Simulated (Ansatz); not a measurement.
Base system: Ru in the hcp (Mg type) structure (space group P6_3/mmc, No. 194; a = 2.691 Å, c = 4.249 Å; relaxed with 0.1 eV smearing). Axes: x lies along a and z along c of the hexagonal cell.

All numbers come from Ansatz (a quantum-chemistry and plane-wave program) PBEsol, spin-orbit coupling left out.

The change: tensor shear ε_xz = +1.14 % (engineering shear γ = 0.0228), atoms relaxed at fixed cell.

Q: Predict the stress tensor and what it implies for the stiffness.

A: Stress of the strained cell less that of the base (GPa, compression positive):
```
    0.1     0.0    -4.7
    0.0     0.1     0.0
   -4.7     0.0     0.3
```

Then −Δσ/γ with γ = 2ε = 0.0228 gives relaxed-ion elastic constants: C55 ≈ 204 GPa.

As a check, the harmonic strain energy −½ V₀ Δσ:ε is 4.4 meV/atom; the computed energy rise is 4.4 meV/atom.

Whether these cells are dynamically stable was not tested. All final runs are without spin polarisation.
